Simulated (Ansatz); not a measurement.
Worked example: self-consistent single point of Cu3Pd (P4mm, 4 atoms in the cell) in Ansatz (an electronic-structure program).

Computed with LDA (PW92), default PAW files made with PBE (plane waves; Ansatz).

```yaml
crystal:
  lattice:
    - [3.68295, 0.00000, 0.00000]
    - [0.00000, 3.68295, 0.00000]
    - [0.00000, 0.00000, 3.68295]
  atoms:
    - { symbol: Cu, position: [0.01358, 0.50000, 0.50000] }
    - { symbol: Cu, position: [0.50000, 0.00000, 0.50000] }
    - { symbol: Cu, position: [0.50000, 0.50000, 0.00000] }
    - { symbol: Pd, position: [0.00000, 0.00000, 0.00000] }
```

Reference input (self-consistent single point, DFT, LDA (PW92), plane waves, default PAW files made with PBE): basis.ecutwfc = 30.9 Ry; kpoints.mp_grid.grid = 9 9 9; hamiltonian.xc = lda; hamiltonian.pseudopotentials = {kind: paw} (the program's default PAW files); scf.occupations.method = fermi_dirac; scf.occupations.width = 0.0073 Ry. This run's input differs from it in these lines:

Ansatz 0.2 input:
```diff
@@ -15,3 +15,3 @@
   mp_grid:
-    grid: [9, 9, 9]
+    grid: [7, 7, 7]
 hamiltonian:
@@ -23,3 +23,3 @@
     method: fermi_dirac
-    width: 0.0073 Ry
+    width: 0.022 Ry
 output:
```

Log, with long lists cut:

```
SCF iter   1: F=—  HF=-26512.306659 eV  |F-HF|=—  |Δ(HF+E_count)|=         —  Δρ=2.58e-2  dr2=1.77e-1  ethr=1.77e-3  ⟨swp⟩=5.8  Hψ=6670  notcnv=0
all-band conjugate gradients solve this SCF's bands
preconditioner: auto → Kerker (q_TF=auto, 2.919 Å⁻¹)
SCF iter   2: F=—  HF=-26512.268414 eV  |F-HF|=—  |Δ(HF+E_count)|=   3.82e-2  Δρ=5.38e-3  dr2=1.45e-2  ethr=2.36e-4  ⟨swp⟩=2.1  Hψ=2878  notcnv=0
   [... lines left out ...]
SCF iter   5: F=—  HF=-26512.264549 eV  |F-HF|=—  |Δ(HF+E_count)|=   4.13e-5  Δρ=2.10e-4  dr2=3.49e-5  ethr=9.81e-8  ⟨swp⟩=2.0  Hψ=2717  notcnv=0
SCF iter   6: F=—  HF=-26512.264544 eV  |F-HF|=—  |Δ(HF+E_count)|=   4.76e-6  Δρ=8.32e-5  dr2=6.57e-6  ethr=4.65e-8  ⟨swp⟩=2.3  Hψ=3109  notcnv=0
SCF iter   7: F=—  HF=-26512.264544 eV  |F-HF|=—  |Δ(HF+E_count)|=   2.74e-7  Δρ=1.94e-5  dr2=2.79e-7  ethr=8.76e-9  ⟨swp⟩=2.4  Hψ=2836  notcnv=0
SCF iter   8: F=-26512.264544 eV  HF=-26512.264544 eV  |F-HF|=1.33e-8  |Δ(HF+E_count)|=   1.06e-7  Δρ=5.11e-6  dr2=1.65e-8  ethr=1.33e-10  ⟨swp⟩=6.8  Hψ=7103  notcnv=0
SCF 1 converged in 8 iterations: F = -26512.264544 eV  dr2 = 1.65e-8
Free energy (F): -26512.264544 eV
Internal energy: -26511.702963 eV  (E = F + TS)
E sigma→0 (E₀):  -26511.983754 eV
Entropy (-TS):   -0.561580 eV (-140.395 meV/atom)
Fermi energy:    17.334832 eV
--- Forces (eV/Å), atoms counted from 1 ---
  atom   1  Cu    -0.20445126     0.00000000     0.00000000
  atom   2  Cu     0.10453240     0.00000000     0.00000000
  atom   3  Cu     0.10453240     0.00000000     0.00000000
  atom   4  Pd    -0.00461095    -0.00000000     0.00000000
--- Stress (GPa, compression-positive) ---
       -9.186833       0.000000       0.000000
       -0.000000      -9.208251       0.000000
        0.000000       0.000000      -9.208251
  P = ⅓ Tr σ = -9.2011 GPa (-92.011 kbar)
  The stress holds the Pulay correction. Without it, at fixed plane waves, as pw.x and ABINIT print it: P = -9.2842 GPa
```

The run converged in 8 iterations. Against the reference run the free energy falls by 55.7 meV/atom, the pressure goes from -9.76 to -9.20 GPa and the largest force hardly changes (0.201 to 0.204 eV/Å).

The starting cell comes from a database of computed structures (which also holds hypothetical and non-ambient phases and stackings), without a prior relaxation at this level. Its lattice was rescaled by up to half a per cent. One atom was moved a little off its site on purpose. Spin polarisation is off. With a pressure of about -9 GPa the cell is away from its equilibrium volume at this level. Ansatz's pressure includes its estimate of the finite-basis (Pulay) stress.
